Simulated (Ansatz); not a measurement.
GaSb (model structure, started from the h-BN type, P6₃/mmc, No. 194, 4 atoms in the cell): properties by level of theory

```csv
level (code),lattice parameter a (Å),c axis length (Å),enthalpy of formation (eV/atom)
PBE (Ansatz),4.819,5.825,0.094
PBEsol (Ansatz),4.734,5.724,0.122
PBE-D3(BJ) (Ansatz),4.741,5.760,0.147
```

Ansatz's density-functional and Hartree–Fock values are scalar-relativistic unless marked +SOC, with PAW data made under PBE.

Static lattice: no zero-point or thermal effects.

A model structure was made by putting elements into a prototype or built by hand; it is no filed structure, need not be a known phase, and can be a saddle point held by its symmetry.

Ansatz is an electronic-structure program.
